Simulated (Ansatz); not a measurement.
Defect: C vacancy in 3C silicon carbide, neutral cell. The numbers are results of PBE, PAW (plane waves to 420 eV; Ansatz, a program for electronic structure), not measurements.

216-site cell at the relaxed PBE lattice, one k-point at (0.250, 0.250, 0.250), smearing 0.01 eV, spin-restricted, no finite-size correction. Static, classical nuclei. The charge state is imposed; whether it is stable for some Fermi level was not computed. Forms of the defect that were not tried may lie lower.

Barriers: single points on a 2×2×2 k-point mesh shifted by half a step at the bands' geometries.

Relaxed starting cell (atoms counted from 1):

```
CELL_PARAMETERS angstrom
     13.14000     0.00000     0.00000
      0.00000    13.14000     0.00000
      0.00000     0.00000    13.14000
ATOMIC_POSITIONS crystal
  Si 0.99874 0.99876 0.99656
  Si 0.00918 0.00924 0.34357
  Si 0.99976 0.99976 0.66741
  Si 0.99991 0.33378 0.99860
  Si 0.00109 0.33139 0.33346
  Si 0.99972 0.33425 0.66757
  Si 0.00009 0.66699 0.00052
  Si 0.00026 0.66705 0.33323
  Si 0.99990 0.66610 0.66669
  Si 0.33381 0.99992 0.99859
  Si 0.33143 0.00110 0.33347
  Si 0.33427 0.99972 0.66758
  Si 0.33326 0.33326 0.00015
  Si 0.32998 0.32997 0.33395
  Si 0.33380 0.33379 0.66688
  Si 0.33327 0.66674 0.00065
  Si 0.33273 0.66722 0.33314
  Si 0.33356 0.66646 0.66654
  Si 0.66700 0.00009 0.00052
  Si 0.66704 0.00026 0.33323
  Si 0.66610 0.99989 0.66669
  Si 0.66675 0.33326 0.00065
  Si 0.66723 0.33272 0.33314
  Si 0.66646 0.33355 0.66654
  Si 0.66664 0.66663 0.00062
  Si 0.66744 0.66744 0.33323
  Si 0.66660 0.66659 0.66655
  C  0.08334 0.08333 0.58474
  C  0.08330 0.08329 0.91541
  C  0.08330 0.41569 0.25010
  C  0.08320 0.41735 0.58423
  C  0.08346 0.41724 0.91605
  C  0.08332 0.75090 0.25007
  C  0.08350 0.74939 0.58412
  C  0.08318 0.74926 0.91595
  C  0.41572 0.08329 0.25010
  C  0.41737 0.08319 0.58424
  C  0.41725 0.08346 0.91604
  C  0.41463 0.41462 0.25051
  C  0.41682 0.41682 0.58298
  C  0.41677 0.41676 0.91711
  C  0.41468 0.75193 0.24973
  C  0.41681 0.74982 0.58310
  C  0.41681 0.74980 0.91722
  C  0.75088 0.08331 0.25007
  C  0.74938 0.08349 0.58413
  C  0.74925 0.08317 0.91594
  C  0.75193 0.41467 0.24973
  C  0.74983 0.41681 0.58310
  C  0.74980 0.41681 0.91722
  C  0.75203 0.75203 0.25049
  C  0.74984 0.74984 0.58294
  C  0.74983 0.74983 0.91707
  Si 0.00826 0.15778 0.15645
  Si 0.99882 0.16798 0.50362
  Si 0.99973 0.16691 0.83278
  Si 0.00025 0.49958 0.16697
  Si 0.00010 0.49965 0.49970
  Si 0.99988 0.50058 0.83350
  Si 0.00107 0.83528 0.16679
  Si 0.99997 0.83288 0.50155
  Si 0.99971 0.83242 0.83263
  Si 0.33129 0.16553 0.16693
  Si 0.33398 0.16671 0.50173
  Si 0.33421 0.16696 0.83264
  Si 0.33271 0.49935 0.16711
  Si 0.33329 0.49988 0.49956
  Si 0.33354 0.50016 0.83369
  Si 0.33005 0.83659 0.16622
  Si 0.33331 0.83335 0.50011
  Si 0.33381 0.83285 0.83333
  Si 0.66704 0.16640 0.16695
  Si 0.66697 0.16660 0.49968
  Si 0.66604 0.16675 0.83349
  Si 0.66736 0.49927 0.16693
  Si 0.66665 0.50003 0.49957
  Si 0.66657 0.50008 0.83364
  Si 0.66728 0.83392 0.16709
  Si 0.66681 0.83341 0.49952
  Si 0.66648 0.83310 0.83367
  C  0.08469 0.25107 0.07920
  C  0.08192 0.25143 0.42127
  C  0.08331 0.25049 0.75009
  C  0.08330 0.58330 0.08374
  C  0.08331 0.58330 0.41645
  C  0.08335 0.58331 0.75008
  C  0.08188 0.91522 0.07890
  C  0.08485 0.91554 0.42093
  C  0.08331 0.91612 0.75008
  C  0.41556 0.24958 0.08417
  C  0.41605 0.24933 0.41685
  C  0.41741 0.25037 0.74973
  C  0.41635 0.58313 0.08406
  C  0.41638 0.58345 0.41614
  C  0.41682 0.58330 0.75010
  C  0.41603 0.91732 0.08335
  C  0.41565 0.91696 0.41609
  C  0.41744 0.91624 0.75046
  C  0.75057 0.24931 0.08332
  C  0.75097 0.24964 0.41608
  C  0.74919 0.25038 0.75047
  C  0.75025 0.58344 0.08404
  C  0.75028 0.58321 0.41613
  C  0.74980 0.58332 0.75008
  C  0.75100 0.91697 0.08410
  C  0.75065 0.91736 0.41677
  C  0.74922 0.91624 0.74970
  Si 0.15785 0.00833 0.15645
  Si 0.16801 0.99884 0.50362
  Si 0.16692 0.99973 0.83278
  Si 0.16555 0.33126 0.16694
  Si 0.16672 0.33395 0.50172
  Si 0.16696 0.33419 0.83265
  Si 0.16641 0.66704 0.16695
  Si 0.16660 0.66697 0.49967
  Si 0.16675 0.66604 0.83350
  Si 0.49960 0.00025 0.16697
  Si 0.49966 0.00010 0.49971
  Si 0.50059 0.99988 0.83350
  Si 0.49935 0.33271 0.16712
  Si 0.49989 0.33328 0.49956
  Si 0.50017 0.33353 0.83369
  Si 0.49928 0.66736 0.16693
  Si 0.50004 0.66664 0.49957
  Si 0.50008 0.66657 0.83364
  Si 0.83526 0.00108 0.16678
  Si 0.83286 0.99997 0.50156
  Si 0.83241 0.99971 0.83263
  Si 0.83659 0.33005 0.16622
  Si 0.83335 0.33330 0.50011
  Si 0.83285 0.33380 0.83333
  Si 0.83392 0.66727 0.16708
  Si 0.83342 0.66681 0.49952
  Si 0.83311 0.66647 0.83367
  C  0.25113 0.08470 0.07919
  C  0.25149 0.08190 0.42128
  C  0.25050 0.08330 0.75009
  C  0.24959 0.41555 0.08417
  C  0.24934 0.41603 0.41685
  C  0.25037 0.41740 0.74973
  C  0.24931 0.75057 0.08332
  C  0.24965 0.75097 0.41608
  C  0.25038 0.74919 0.75047
  C  0.58331 0.08330 0.08373
  C  0.58331 0.08331 0.41645
  C  0.58332 0.08335 0.75008
  C  0.58314 0.41634 0.08406
  C  0.58346 0.41637 0.41614
  C  0.58330 0.41682 0.75010
  C  0.58345 0.75025 0.08404
  C  0.58321 0.75027 0.41613
  C  0.58333 0.74979 0.75008
  C  0.91518 0.08186 0.07889
  C  0.91549 0.08486 0.42094
  C  0.91612 0.08331 0.75008
  C  0.91732 0.41602 0.08334
  C  0.91696 0.41564 0.41609
  C  0.91624 0.41742 0.75046
  C  0.91697 0.75099 0.08410
  C  0.91736 0.75065 0.41677
  C  0.91625 0.74922 0.74970
  Si 0.16786 0.16782 0.99663
  Si 0.15785 0.15777 0.34408
  Si 0.16694 0.16693 0.66742
  Si 0.16657 0.49963 0.00057
  Si 0.16641 0.49957 0.33327
  Si 0.16676 0.50058 0.66673
  Si 0.16669 0.83269 0.99846
  Si 0.16561 0.83522 0.33339
  Si 0.16699 0.83245 0.66758
  Si 0.49964 0.16657 0.00057
  Si 0.49959 0.16641 0.33327
  Si 0.50059 0.16676 0.66673
  Si 0.49999 0.49999 0.00063
  Si 0.49926 0.49925 0.33323
  Si 0.50008 0.50008 0.66658
  Si 0.49989 0.83338 0.00065
  Si 0.49942 0.83393 0.33314
  Si 0.50021 0.83310 0.66652
  Si 0.83267 0.16668 0.99845
  Si 0.83519 0.16559 0.33339
  Si 0.83244 0.16699 0.66758
  Si 0.83338 0.49988 0.00065
  Si 0.83393 0.49941 0.33315
  Si 0.83311 0.50020 0.66652
  Si 0.83336 0.83335 0.00010
  Si 0.83675 0.83675 0.33385
  Si 0.83288 0.83288 0.66684
  C  0.24292 0.24290 0.25168
  C  0.25032 0.25031 0.58428
  C  0.25099 0.25098 0.91473
  C  0.24962 0.58330 0.25009
  C  0.25009 0.58350 0.58283
  C  0.25007 0.58308 0.91738
  C  0.24302 0.92359 0.24866
  C  0.25106 0.91560 0.58551
  C  0.25029 0.91630 0.91591
  C  0.58330 0.24961 0.25009
  C  0.58351 0.25009 0.58283
  C  0.58308 0.25007 0.91738
  C  0.58333 0.58332 0.25015
  C  0.58332 0.58332 0.58300
  C  0.58330 0.58330 0.91719
  C  0.58331 0.91699 0.25009
  C  0.58315 0.91654 0.58280
  C  0.58351 0.91653 0.91736
  C  0.92357 0.24300 0.24867
  C  0.91560 0.25105 0.58551
  C  0.91630 0.25028 0.91591
  C  0.91699 0.58330 0.25009
  C  0.91655 0.58315 0.58280
  C  0.91654 0.58350 0.91736
  C  0.92384 0.92385 0.25157
  C  0.91636 0.91637 0.58421
  C  0.91558 0.91559 0.91466
```

End state 1 differs by these moves (Å; atoms that move under 0.08 Å are left out):

```csv
atom,element,Δx,Δy,Δz
2,Si,-0.14,-0.17,-0.15
5,Si,0.11,0.16,0.12
54,Si,-0.09,0.12,0.16
55,Si,0.12,-0.15,-0.16
82,C,0.00,-2.27,-2.27
108,Si,0.12,-0.13,0.13
112,Si,-0.12,0.13,-0.14
153,C,0.02,0.03,0.07
154,C,0.00,-0.08,-0.07
187,Si,-0.06,-0.06,-0.01
189,C,0.00,0.07,0.07
190,C,-0.10,0.02,-0.10
195,C,0.10,-0.10,0.01
207,C,0.00,0.11,0.11
208,C,0.10,-0.03,-0.12
213,C,-0.11,-0.12,-0.03
```

**Question.** Predict the forward and backward barriers to end state 1 from PBE, PAW.

**Answer.** forward 3.66 eV, backward 3.66 eV; at the saddle point atom 82 has neighbours Si at 1.82, 2 Si at 2.10, 2 Si at 2.23 Å. The saddle point's order was not checked, and it lies on a symmetry element of the cell, where a band can be held.
